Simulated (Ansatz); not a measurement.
The starting structures come from a database of crystals and need not be the phases stable at ambient conditions.

 Where the default PAW files enter, the runs use the earlier of Ansatz's two default sets.

By PBEsol, the system below comes out a metal.

The ballistic (Sharvin) conductance counts the channels at the Fermi level: G/A = (e²/h) × channels of both spins per area.

```xyz
4
Lattice="2.9517 0.0000 0.0000 -1.4758 2.5562 0.0000 0.0000 0.0000 5.8982" Properties=species:S:1:pos:R:3 pbc="T T T"
Nb     0.0000     0.0000     2.9491
Nb     0.0000     0.0000     0.0000
N      1.4758     0.8521     1.4745
N      0.0000     1.7042     4.4236
```

Space group of this cell: P6_3/mmc, NiAs type. The cell is taken as given; by PBEsol its mean pressure is -13.8 GPa.

The current flows along the normal of the first two printed cell vectors, the (001) plane of the conventional cell. No spin-orbit coupling; the value is a mean over 0.1 eV about the Fermi level.

Task: Give the ballistic conductance per area that PBEsol in Ansatz (a quantum-chemistry and plane-wave program) yields.

Result: 0.45 × 10¹⁵ S/m² for both spins.
